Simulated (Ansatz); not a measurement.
Structures of equal composition on the (100) surface of rock-salt TiN: Ru on all Ti sites of the second plane; Ru on all Ti sites of the top plane. The slabs share one bottom face, and each structure is named by its start. These are constructed structures in small cells; real faces may alloy, dewet or reconstruct in larger ones, and not all known structures of the face are among them. Slabs of about 10 Å, Fermi-Dirac smearing of 0.1 eV. Bottom of the slabs: a bare face, its two planes held. Relaxed from the named starts with such symmetry as they have, on meshes of like density; energies extrapolated to zero smearing; spin only where a row says so; no spin-orbit coupling, no U. Brackets mark spin-polarised runs, whose order is one that fits the cell.

The numbers are results of r2SCAN, at the PBE geometry (plane waves to 500 eV, PAW; Ansatz, a program for electronic structure), not measurements.

Q: Rank these by energy per 1x1 cell (lowest first), as r2SCAN, at the PBE geometry gives it.

A: Ru on all Ti sites of the second plane (0.000 eV), Ru on all Ti sites of the top plane (0.723 eV)
